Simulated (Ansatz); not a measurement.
The starting structures come from a database of crystals and need not be the phases stable at ambient conditions.

Crystal: LaGaO₃ (R3c, not sure to be the ambient phase, 10 atoms a cell, 12.2 Å³ an atom, -5 GPa at this level); planes in its conventional cell.

Computed with r2SCAN (plane waves, PAW; Ansatz, an electronic-structure program).

The gap is the functional's own. No spin-orbit coupling. Mid-gap values are interpolated on the energy grid.

```json
[
 {"plane": "(101)", "area of the cell (Å²)": "26.7", "mid-gap κ (1/Å)": "0.38", "largest κ in the gap (1/Å)": "0.38"},
 {"plane": "(001)", "area of the cell (Å²)": "27.1", "mid-gap κ (1/Å)": "(withheld)", "largest κ in the gap (1/Å)": "(withheld)"}
]
```

### Question
The slowest decay depends on the direction. Supply the withheld values.

### Answer

- (001), mid-gap κ (1/Å): 0.33
- (001), largest κ in the gap (1/Å): 0.33
